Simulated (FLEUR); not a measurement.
Several settings converged on Ca (Fm-3m, 1 atom in the cell)

```
Ca
1.0
    0.00000     2.79837     2.79837
    2.79837     0.00000     2.79837
    2.79837     2.79837     0.00000
Ca
1
Cartesian
  0.00000   0.00000   0.00000
```

Base method: FLEUR with PBEsol, all-electron FLAPW (FLEUR), scalar-relativistic valence.

Base settings: Kmax = 3.8 1/bohr; GmaxXC = 15.2 1/bohr; xcFunctional = PBEs; jspins = 1; l_soc = F; mode = hist; fermiSmearingEnergy = 0.00367493 Htr; mesh (inpgen div1-3) = 5 5 5; inpgen gamma flag = false; Gmax = 15.2 1/bohr.

Core times come from one kind of shared machine, to one figure; runs under 30 s give none.

**The k-point mesh at a smearing width of 0.02 eV**

In this ladder: fermiSmearingEnergy = 0.00073499 Htr. Moved along: kpt_gamma.

Only quantities that move along the ladder and can be compared are tabulated.

| kpt_div | free energy less the last step's (meV/atom) |
|---|---|
| 4 4 4 | -64.95 |
| 5 5 5 | 5.21 |
| 6 6 6 | 28.14 |
| 9 9 9 | 2.34 |
| 11 11 11 | -0.33 |
| 14 14 14 | -0.46 |
| 16 16 16 | 0.34 |
| 20 20 20 | 0.04 |
| 24 24 24 | 0.00 |

Coarsest kpt_div that holds the free energy within 2 meV/atom of the last step, with all finer ones: 11 11 11; the step before is off by 2.3 meV/atom.

**The width of Fermi-Dirac smearing**

In this ladder: kpt_div = 8 8 8; kpt_gamma = true.

Narrow widths need finer meshes than wide ones, so the last steps can hold mesh noise.

Only quantities that move along the ladder and can be compared are tabulated; pressure and forces are left out, as mesh noise rules them at narrow widths.

```csv
fermiSmearingEnergy,free energy less the last step's (meV/atom),energy extrapolated to zero width less the last step's (meV/atom)
0.0367493 Htr,-1769.58,-213.16
0.0183747 Htr,-476.40,-18.58
0.0110248 Htr,-161.58,0.26
0.00734986 Htr,-60.09,1.05
0.00367493 Htr,0.00,0.00
```

Widest fermiSmearingEnergy that holds the free energy within 5 meV/atom: not settled: the last two steps still differ by 60 meV/atom, over half the tolerance, so the ladder does not show it.

Widest fermiSmearingEnergy that holds the energy extrapolated to zero width within 2 meV/atom: not settled: the last two steps still differ by 1.1 meV/atom, over half the tolerance, so the ladder does not show it.

The extrapolation to zero width removes most of the smearing's effect on the energy.

**The mesh under tetrahedron occupations**

In this ladder: mode = tetra; fermiSmearingEnergy = 0.0001 Htr; kpt_gamma = true.

Only quantities that move along the ladder and can be compared are tabulated.

| kpt_div | free energy less the last step's (meV/atom) | core time / last (rough) |
|---|---|---|
| 4 4 4 | -17.68 | – |
| 5 5 5 | 0.32 | – |
| 7 7 7 | 10.75 | – |
| 8 8 8 | 10.48 | 0.2 |
| 10 10 10 | 8.58 | 0.2 |
| 12 12 12 | 7.92 | – |
| 15 15 15 | 3.96 | 0.3 |
| 19 19 19 | 1.87 | 0.5 |
| 24 24 24 | 0.00 | 1 |

State of the free energy at the end of the ladder: still drifting one way, by 4.0 meV/atom over the last two steps, so the last step is no safe reference.

Two neighbours can agree and both be off: 7 7 7 and 8 8 8 differ by 0.27 meV/atom in the free energy, yet lie about 10 meV/atom from the last step.

On the base run: the starting cell has typed, rounded lattice constants, without a prior relaxation at this level. Its lattice was rescaled by up to half a per cent. Values depend on the basis (sphere radii, cutoffs, local orbitals), which need not be converged.

Left out of this page: 2 runs of the series outside the window shown, repeating another row's setting, or not comparable.
